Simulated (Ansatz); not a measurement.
Output of an Ansatz run (abridged):

```
WARN ansatz: RAYON_NUM_THREADS=1 ignored (pool sized by the plan → 1); use --threads N
Pseudopotentials: kind: paw
Pseudopotential: C, paw, valence charge 4
Crystal: 4 atoms, lattice volume = 37.160 Å³
Basis set: ecut = 420.4159175005146 eV, 689 PW (Γ)
Bands: 12, of which v1, the nominal top of the filled ones, is band 8 counted from 1 (7 counted from 0)
Symmetry: 8 space group operations
Space group: Cmme (ITA 67), of the structure as read, at distance tolerance 3.3e-5 Å
k-points: 192 of 1125
PAW frozen core: C, regenerated for the run's functional, and the local potential with it
Initial density: superposition of atomic densities (neutral atoms: chi_scale 0, normalization atom), corrected by the library's trained network
Initial wavefunctions: pseudopotential atomic-orbital guess
Eigensolver: davidson
Functional: x = slater, c = lda
SCF iter   1: F=—  HF=-971.904636 eV  |F-HF|=—  |Δ(HF+E_count)|=         —  Δρ=6.12e-3  dr2=4.60e-3  ethr=1.77e-3  ⟨swp⟩=5.3  Hψ=12625  notcnv=0
all-band conjugate gradients solve this SCF's bands
preconditioner: auto → none
SCF iter   2: F=—  HF=-971.903800 eV  |F-HF|=—  |Δ(HF+E_count)|=   8.37e-4  Δρ=2.86e-3  dr2=1.01e-3  ethr=2.87e-5  ⟨swp⟩=1.3  Hψ=4015  notcnv=0
SCF iter   3: F=—  HF=-971.903666 eV  |F-HF|=—  |Δ(HF+E_count)|=   1.33e-4  Δρ=3.93e-4  dr2=2.86e-4  ethr=6.30e-6  ⟨swp⟩=2.7  Hψ=3447  notcnv=0
SCF iter   4: F=—  HF=-971.903587 eV  |F-HF|=—  |Δ(HF+E_count)|=   7.93e-5  Δρ=7.66e-5  dr2=4.02e-6  ethr=1.79e-6  ⟨swp⟩=2.0  Hψ=3081  notcnv=0
SCF iter   5: F=—  HF=-971.903587 eV  |F-HF|=—  |Δ(HF+E_count)|=   3.43e-9  Δρ=1.71e-5  dr2=3.57e-8  ethr=2.51e-8  ⟨swp⟩=2.4  Hψ=3451  notcnv=0
SCF iter   6: F=-971.903587 eV  HF=-971.903587 eV  |F-HF|=2.33e-10  |Δ(HF+E_count)|=   1.59e-8  Δρ=2.52e-6  dr2=9.16e-10  ethr=2.23e-10  ⟨swp⟩=2.8  Hψ=8704  notcnv=0
SCF 1 converged in 6 iterations: F = -971.903587 eV  dr2 = 9.16e-10
SCF converged after 6 iterations
Free energy (F): -971.903587 eV
Harris-Foulkes:  -971.903587 eV  (|F-HF|=2.33e-10)
Internal energy: -971.903202 eV  (E = F + TS)
E sigma→0 (E₀):  -971.903394 eV
Entropy (-TS):   -0.000385 eV (-0.096 meV/atom)
Fermi energy:    6.154577 eV
--- Per-component energies (eV) ---
  E_band       = -46.616581
  E_kinetic    = 363.300795
  E_local      = -673.792800  (includes V_loc(G=0)·N_el)
  E_nonlocal   = 113.572775
  E_hartree    = 208.500709
  E_xc         = -189.861384
  E_vxc        = -236.033858  (∫ρ·V_xc dr)
  E_paw        = -367.554173  (= ΣΔE_a)
  E_vpaw       = -30.665227  (= ΣTr[D̂ρ^β])
  E_aug_tail   = 0.000036  (compensation charges beyond the density's cutoff)
  E_ewald      = -426.320489
  E_core_change = 0.251330  (= ΣΔE_core)
  E_smearing   = -0.000385  (= −TS)
  E_closure    = -0.000000  (closes the sum)
  Σ components = -971.903587   (vs F -971.903587, Δ=0.00e0)
--- Forces (eV/Å), atoms counted from 1 ---
  atom   1  C      0.00000000    -0.10001288    -0.00747903
  atom   2  C     -0.00000000     0.10001288     0.00747903
  atom   3  C     -0.00000000     0.10001288    -0.00747903
  atom   4  C      0.00000000    -0.10001288     0.00747903
  max |Σ_I F_I| component: 3.33e-16 eV/Å
--- Stress (GPa, compression-positive) ---
       -7.946024      -0.000000       0.000000
       -0.000000      -9.720774      -0.000000
        0.000000      -0.000000      -0.939433
  P = ⅓ Tr σ = -6.2021 GPa (-62.021 kbar)
  The stress holds the Pulay correction. Without it, at fixed plane waves, as pw.x and ABINIT print it: P = -6.8644 GPa
--- Band table (eV; the first three rows and the last of 192) ---
  k-point 0: bands = ["-13.2668", "-13.0506", "-2.2592", "-0.6759", "3.1047", "3.1263", "3.1551", "3.1631", "9.6216", "14.4036", "14.4314", "14.4790"]
  k-point 1: bands = ["-13.2478", "-13.0714", "-2.1320", "-0.8541", "3.1058", "3.1238", "3.1553", "3.1615", "10.0317", "14.3038", "14.4055", "14.4266"]
  k-point 2: bands = ["-13.1995", "-13.1227", "-1.7886", "-1.2755", "3.1104", "3.1189", "3.1567", "3.1598", "11.1326", "12.7378", "14.4110", "14.4212"]
  k-point 191: bands = ["-8.3120", "-8.2561", "-6.5891", "-6.5451", "-0.2331", "-0.2202", "3.4003", "3.7793", "7.7769", "8.1822", "13.6332", "13.7336"]
```

The structure:

```
CELL_PARAMETERS angstrom
      1.23086    -2.13468     0.00000
      1.23086     2.13468     0.00000
      0.00000     0.00000     7.07132
ATOMIC_POSITIONS crystal
  C  0.58314 0.41686 0.75572
  C  0.41686 0.58314 0.24428
  C  0.91686 0.08314 0.75572
  C  0.08314 0.91686 0.24428
```

**Question.** Write an input that gives this output.

**Answer.** Other spellings and defaults could give the same log, and not every line can be read from it. The input that was run (DFT, LDA (PW92), plane waves, default PAW files made with PBE):

Ansatz 0.2 input:
```yaml
crystal:
  lattice:
    - [1.23086400, -2.13467500, 0.00000000]
    - [1.23086400, 2.13467500, 0.00000000]
    - [0.00000000, 0.00000000, 7.07132100]
  atoms:
    - { symbol: C, position: [0.58314000, 0.41686000, 0.75572000] }
    - { symbol: C, position: [0.41686000, 0.58314000, 0.24428000] }
    - { symbol: C, position: [0.91686000, 0.08314000, 0.75572000] }
    - { symbol: C, position: [0.08314000, 0.91686000, 0.24428000] }
basis:
  ecutwfc: 30.9 Ry
kpoints:
  mp_grid: { grid: [15, 15, 5] }
hamiltonian:
  xc: lda
  pseudopotentials: { kind: paw }
scf:
  occupations: { method: gaussian, width: 0.0073 Ry }
output:
  forces: true
  eigenvalues: true
  stress: true
```

The starting cell comes from a database of computed structures (which also holds hypothetical and non-ambient phases and stackings), without a prior relaxation at this level. Its lattice was rescaled by up to half a per cent. With a pressure of about -6 GPa the cell is away from its equilibrium volume at this level. Ansatz's pressure includes its estimate of the finite-basis (Pulay) stress. Without the estimate this run gives -6.86 GPa.

Ansatz is an electronic-structure program.
